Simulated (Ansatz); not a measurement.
Gap of an F-capped Ge nanowire along [110], 8 atoms a period besides the caps at several levels, all on one geometry.

Levels: PBE (plane waves to 420 eV, PAW; Ansatz, a first-principles code); PBE with spin-orbit coupling (Ansatz); r2SCAN (plane waves to 500 eV, PAW; Ansatz); HSE06 run with Ansatz. Unmarked values and the geometry are of the first. Mesh 1×1×8. No spin polarisation. One-dimensional cell, images about 11 Å apart. An idealised model, cut from the bulk lattice. Symmetry and one short period hold its shape; lower forms weren't sought. Values not marked SOC lack spin–orbit coupling. HSE06 ran on a 1×1×5 mesh and at PBE's edge points.

| level | gap (eV) |
|---|---|
| PBE | 0.86 |
| PBE+SOC | 0.86 |
| r2SCAN | … |
| HSE06 | 1.62 |

Q: What belongs in the gaps?

A: 
- r2SCAN, gap (eV): 1.17
